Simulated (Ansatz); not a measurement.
**YN in the rock salt structure (space group Fm-3m, No. 225)**

```cif
data_N4Y4
_chemical_formula_sum 'Y4 N4'
_space_group_name_H-M_alt 'Fm-3m'
_space_group_IT_number 225
_space_group_name_Hall '-F 4 2 3'
_cell_length_a 4.90583
_cell_length_b 4.90583
_cell_length_c 4.90583
_cell_angle_alpha 90.000
_cell_angle_beta 90.000
_cell_angle_gamma 90.000
loop_
_atom_site_label
_atom_site_type_symbol
_atom_site_symmetry_multiplicity
_atom_site_Wyckoff_symbol
_atom_site_fract_x
_atom_site_fract_y
_atom_site_fract_z
_atom_site_occupancy
Y1 Y 4 a 0.00000 0.00000 0.00000 1
N1 N 4 b 0.50000 0.50000 0.50000 1
```
(The calculation used a cell of 2 atoms; values per cell refer to that cell.)

Level of theory: DFT with PBE, PAW potentials and a 420 eV plane-wave cutoff in Ansatz (an electronic-structure program), spin-orbit coupling left out. Settings: 12×12×12 k-points, 0.05 eV Fermi–Dirac smearing.

- Volume per atom = 14.76 Å³
- Density = 5.79 g/cm³
- Band gap = 0.21 eV, indirect, Γ → X
- Electron mass = 1.3 mₑ along k, 0.11 mₑ across
- Hole mass (degenerate bands, along [100]) = 0.17, 1.0, 1.0 mₑ
- Lowest conduction-band minima above the VBM = X along ⟨100⟩ 0.21 eV
- Total energy = -2118.040 eV/atom (σ→0; compares only within this code and set-up)

Effective masses come from finite differences of ±0.01 Å⁻¹. Along k means along the line from Γ to the band edge. Stability against distortions was not tested. The base started in P3_121 and relaxed to Fm-3m at this level. A zero or small gap of YN can be the functional's error rather than a property of the material.
